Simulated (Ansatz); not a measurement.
Cubic perovskite CsCdF3

Calculation: LDA (Ansatz, an electronic-structure program, plane waves, PAW).

Numerical settings: plane-wave cutoff 500 eV, 10×10×10 k mesh, Fermi–Dirac smearing 0.05 eV, scalar-relativistic PAW data made under PBE.

Cell (relaxed at this level):

```cif
data_CdCsF3
_chemical_formula_sum 'Cs1 Cd1 F3'
_space_group_name_H-M_alt 'Pm-3m'
_space_group_IT_number 221
_space_group_name_Hall '-P 4 2 3'
_cell_length_a 4.38028
_cell_length_b 4.38028
_cell_length_c 4.38028
_cell_angle_alpha 90.000
_cell_angle_beta 90.000
_cell_angle_gamma 90.000
loop_
_atom_site_label
_atom_site_type_symbol
_atom_site_symmetry_multiplicity
_atom_site_Wyckoff_symbol
_atom_site_fract_x
_atom_site_fract_y
_atom_site_fract_z
_atom_site_occupancy
Cs1 Cs 1 a 0.00000 0.00000 0.00000 1
Cd1 Cd 1 b 0.50000 0.50000 0.50000 1
F1 F 3 c 0.00000 0.50000 0.50000 1
```

For cubic perovskite CsCdF3, the band gap comes out as 3.21 eV (on the SCF k mesh).

Note: the relaxation could not lower the start's symmetry, so the cell can be a saddle point above a distorted one.

Spin–orbit coupling is not included.

The computed numbers hold no vibrational or temperature effects.

It cost very roughly 50 core-seconds of CPU time.
